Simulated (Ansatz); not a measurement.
Given:

```yaml
crystal:
  lattice:
    - [0.00000, 2.20852, 2.20852]
    - [2.20852, 0.00000, 2.20852]
    - [2.20852, 2.20852, 0.00000]
  atoms:
    - { symbol: N, position: [0.00000, 0.00000, 0.00000] }
    - { symbol: Ta, position: [0.50000, 0.50000, 0.50000] }
```

No spin polarisation.

A single point on TaN, its geometry relaxed with PBE.

Calculations: r2SCAN in Ansatz (plane waves to 500 eV, PAW, scalar-relativistic without spin-orbit coupling). k-mesh 18×18×18 (Γ-centred); smearing 0.05 eV (Fermi–Dirac).

Task: Predict the pressure and band gap.

Result: 
```json
{
  "pressure": "-4.8 GPa",
  "band_gap": "zero"
}
```

Single points use the geometry relaxed with PBE. No phonon test of stability was made. The final runs are not spin-polarised. The cell is TaN in the rock salt structure (space group Fm-3m, No. 225). This is not the structure that TaN has at room temperature and ambient pressure.

Ansatz is a program for electronic structure.
